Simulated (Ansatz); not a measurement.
## FeO: response to strain

Consider FeO in the rock salt structure (space group Fm-3m, No. 225; ferromagnetic; relaxed with 0.1 eV smearing).

```xyz
2
Lattice="0.0000 2.1330 2.1330 2.1330 0.0000 2.1330 2.1330 2.1330 0.0000" Properties=species:S:1:pos:R:3 pbc="T T T"
O      0.0000     0.0000     0.0000
Fe     2.1330     2.1330     2.1330
```

Cartesian axes are those of the cell as printed.

Strains are applied to the cell and any free atomic positions relax; under biaxial strain the out-of-plane vector relaxes too.

Level of theory: r2SCAN, PAW, 500 eV (Ansatz, a program for electronic structure; scalar-relativistic without spin-orbit coupling).

Candidates:
(a) biaxial strain −0.68 %, plane normal [001], relaxed out of plane
(b) isotropic strain +4.34 %
(c) uniaxial strain ε_yy = +1.32 %
(d) uniaxial strain ε_xx = −3.28 %

Notes on the quantities. energy relative to the base: free energy F.

Question: Order them by energy relative to the base, lowest first.

Answer: (a) biaxial strain −0.68 %, plane normal [001], relaxed out of plane (+0.9 meV/atom), (c) uniaxial strain ε_yy = +1.32 % (+1.5 meV/atom), (d) uniaxial strain ε_xx = −3.28 % (+12 meV/atom), (b) isotropic strain +4.34 % (+92 meV/atom)

No phonon test of stability was made. No Hubbard U is applied and the magnetic state is the run's own (FeO ferromagnetic); other magnetic orders, which need larger cells, were not tried and can change the gap. In its common phase, real FeO is an antiferromagnetic insulator at low temperature.
